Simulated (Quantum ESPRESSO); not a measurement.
A user runs Quantum ESPRESSO on CsAuI4O12 (C2, 18 atoms in the cell) and asks whether the run is sound. The aim is a self-consistent single point with DFT, LDA (PZ), plane waves, GBRV 1.5 ultrasoft (LDA) pseudopotentials.

Cell that was meant: a = 7.4767 Å, b = 7.4767 Å, c = 8.5317 Å, α = 107.50°, β = 107.50°, γ = 44.16°.

Part of the input:

```fortran
  occupations = 'smearing',
  smearing = 'fd',
  degauss = 0.0073499,
  tot_charge = -1,
/
&ELECTRONS
  conv_thr = 1e-10,
```

Output, abridged:

```
     Message from routine setup:
     using ibrav=0 with symmetry is DISCOURAGED, use correct ibrav instead
     G-vector sticks info
   [... lines left out ...]
        k(   12) = (   0.0000000  -0.6650046  -0.4632531), wk =   0.1250000
        k(   13) = (  -0.5395809   0.0000000  -0.1851608), wk =   0.0625000
        k(   14) = (  -0.5395809   0.0000000  -0.6484139), wk =   0.0625000

     Dense  grid:   205069 G-vectors     FFT dimensions: (  81,  81,  96)

     Smooth grid:    72553 G-vectors     FFT dimensions: (  60,  60,  72)

     Initial potential from superposition of free atoms

     starting charge     119.9677, renormalised to     121.0000
     Self-consistent Calculation

     iteration #  1     ecut=    40.00 Ry     beta= 0.70

     total energy              =    -819.04120217 Ry
     estimated scf accuracy    <       6.43356542 Ry

     iteration #  2     ecut=    40.00 Ry     beta= 0.70

     total energy              =    -819.73787651 Ry
     estimated scf accuracy    <      14.91839616 Ry

     iteration #  3     ecut=    40.00 Ry     beta= 0.70

     total energy              =    -822.18239707 Ry
     estimated scf accuracy    <       2.32859536 Ry

   [... 12 blocks of this kind left out ...]

     iteration # 16     ecut=    40.00 Ry     beta= 0.70

     total energy              =    -822.50989540 Ry
     estimated scf accuracy    <          1.5E-10 Ry

     iteration # 17     ecut=    40.00 Ry     beta= 0.70
     End of self-consistent calculation

     the Fermi energy is     6.6785 ev

!    total energy              =    -822.50989540 Ry
     estimated scf accuracy    <          7.8E-12 Ry
     smearing contrib. (-TS)   =      -0.00928094 Ry
     internal energy E=F+TS    =    -822.50061446 Ry

     convergence has been achieved in  17 iterations

     Forces acting on atoms (cartesian axes, Ry/au):

     atom    1 type  1   force =     0.00000000   -0.00114531    0.00000000
     atom    2 type  2   force =     0.00000000    0.01365998    0.00000000
     atom    3 type  3   force =     0.02205261   -0.00252579    0.03215004
     atom    4 type  3   force =    -0.02205261   -0.00252579   -0.03215004
   [... lines left out ...]

     Total force =     0.150464     Total SCF correction =     0.000005

          total   stress  (Ry/bohr**3)                   (kbar)     P=       56.57
   0.00048435   0.00000000   0.00002826           71.25        0.00        4.16
   0.00000000   0.00018977   0.00000000            0.00       27.92        0.00
   0.00002826   0.00000000   0.00047964            4.16        0.00       70.56

   JOB DONE.
```

Q: Is anything amiss in this input, and did it matter?

A: The run is not sound. The fault is an unintended net charge. A charged periodic cell changes the electron count and is neutralised by a uniform background, so energy, forces and pressure belong to another system. To fix it, remove the charge. The run converged in 17 iterations without an error; against the sound input the pressure goes from -2.59 to 5.66 GPa, the largest force goes from 0.684 to 1.540 eV/Å and no clean gap remains on the mesh (levels overlap or are partly filled), against 2.17 eV before.

An input that runs soundly differs in these lines (not the only fix; some lines may just follow from the change or write a value another way):
```diff
-  tot_charge = -1,
```

With that input, the run converged in 16 iterations: free energy E − TS -11197.0578 eV; top of the valence band (on the code's own zero) 3.76 eV; gap on the k-point mesh 2.17 eV; pressure -2.59 GPa; largest force (vector length) 0.684 eV/Å (DFT, LDA (PZ), plane waves, GBRV 1.5 ultrasoft (LDA) pseudopotentials).

On the sound input: the starting cell comes from a database of published, mostly measured structures (it also holds non-ambient and calculated ones), without a prior relaxation at this level. Its lattice was rescaled by a random factor within 2.5 % of one. Spin-orbit coupling is off.
